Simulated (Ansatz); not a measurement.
The reference is MgTe in the wurtzite structure (space group P6_3mc, No. 186; a = 4.561 Å, c = 7.413 Å). Axes: x lies along a and z along c of the hexagonal cell.

Method: Ansatz (a first-principles code) PBEsol, spin-orbit coupling left out, earlier PAW set.

Before the change:

| Quantity | Value |
|---|---|
| Valence-band top at Γ | 0.00, -0.02, -0.02 eV |
| Electron mass | 0.15 mₑ along c, 0.17 mₑ across (at Γ) |

Now apply this change: tensile biaxial strain of 3.68 % in the plane normal to [001], as in epitaxy on a mismatched substrate; the out-of-plane cell vector and the atoms relax.

Predict the new valence-band top at Γ, electron mass and out-of-plane strain.

The valence-band top at Γ (three highest levels, from the VBM) changes from 0.00, -0.02, -0.02 eV to 0.00, -0.37, -0.37 eV; the electron mass becomes 0.16 mₑ out of plane, 0.16 mₑ in plane (at Γ) (base: 0.15 mₑ along c, 0.17 mₑ across (at Γ)); the out-of-plane strain amounts to -3.59 %.

With Te present, leaving out spin-orbit coupling can change the band edges. The levels and masses belong to the bands next to the band gap. Effective masses come from finite differences of ±0.01 Å⁻¹. Whether these cells are dynamically stable was not tested.
